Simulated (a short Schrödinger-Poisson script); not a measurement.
Structure: gated Al0.33Ga0.67N/GaN polarisation-induced gas, at 300 K.

```tsv
layer	material	thickness (nm)	Na (cm⁻³)
1	Al0.33Ga0.67N	20	-
2	GaN	6000	3e15
```

Constants are typed, rounded textbook-type inputs, not results; the design itself was drawn at random and stands for no fabricated device. Al0.33Ga0.67N: permittivity 9.3, conduction-band edge (eV) 0.462, gap (eV) 4.09, electron mass (mₑ) 0.24, Nv at 300 K (cm⁻³) 4.6e19. GaN: permittivity 9.5, conduction-band edge (eV) 0, gap (eV) 3.43, Nv at 300 K (cm⁻³) 4.6e19.

Channel valleys (confinement mass, in-plane density-of-states mass, number): Γ 0.2, 0.2, 1. At the gate the conduction-band edge of layer 1 lies 1.27 eV − eVg above the Fermi level of the channel; the field vanishes at the back. Sheet of polarisation charge: +1.6e13 e/cm² at 20 nm from the gate. The barrier under the gate holds no holes. Gaps are held at their typed values at every temperature. Mesh 0.08 nm at interfaces.

Solved with a short Schrödinger-Poisson script written for these runs: 1D Poisson equation in equilibrium, electrons quantum, Hartree (BenDaniel-Duke, 40 states a valley, the channel's in-plane mass for all, wave functions free to enter the barrier), parabolic valleys, classical holes, full ionisation, no traps, pinning or gate leakage.

Problem. List the lowest subbands of each valley and their electrons at Vg = 0.5 V.

Solution. 
| valley | subband | energy from the Fermi level (meV) | electrons (cm⁻²) | share (%) |
|---|---|---|---|---|
| Γ | 0 | -143.7 | 1.20e13 | 87.0 |
| Γ | 1 | 1.3 | 1.44e12 | 10.4 |
| Γ | 2 | 55.2 | 2.41e11 | 1.7 |

All electrons: 1.38e13 cm⁻².
